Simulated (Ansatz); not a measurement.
CaMnF6: magnetic orders

Take CaMnF6 (space group R-3, No. 148; ferromagnetic; a cell from a computed database, its experimental status unchecked) as the base.

```
CaMnF6
1.0
    2.67963     1.54708     4.69476
   -2.67963     1.54708     4.69476
    0.00000    -3.09417     4.69476
Ca Mn F
1 1 6
Direct
  0.50000   0.50000   0.50000
  0.00000   0.00000   0.00000
  0.89127   0.21724   0.66780
  0.10873   0.78276   0.33220
  0.66780   0.89127   0.21724
  0.33220   0.10873   0.78276
  0.21724   0.66780   0.89127
  0.78276   0.33220   0.10873
```

Each order is relaxed in cell and atoms; arrows give the starting signs on the magnetic atoms.

Computed with Kohn–Sham DFT with the PBEsol+U (U_eff on d states: Mn 3.90 eV) functional, run in Ansatz (a program for electronic structure) with PAW and 420 eV plane waves, no SOC.

Notes on the quantities. energy relative to the base: σ→0; to 0.01 eV only: unlike meshes or grids.

```csv
change,band gap,energy relative to the base,volume per atom
base,3.19 eV,0 meV/atom,14.60 Å³
"↑↓ start, q = (0, 0, 1/2), 16 atoms",3.32 eV,0 meV/atom,14.60 Å³
non-magnetic,zero,+0.43 eV/atom,15.87 Å³
"↑↓ start, q = (1/2, 1/2, 1/2), 16 atoms",3.36 eV,0 meV/atom,14.60 Å³
```

Other magnetic orders, which the real material may have, were not ruled out. Whether these cells are dynamically stable was not tested. A gap here joins edges of opposite spin (a spin-flip gap). Spin-polarised in the final run: ↑↓ start, q = (0, 0, 1/2), 16 atoms, base and ↑↓ start, q = (1/2, 1/2, 1/2), 16 atoms; the other runs are not. CaMnF6 has a high density of states at the Fermi level and may be magnetic at this level. The U values are a database's picks, fitted on other projectors than the ortho-atomic ones used here.
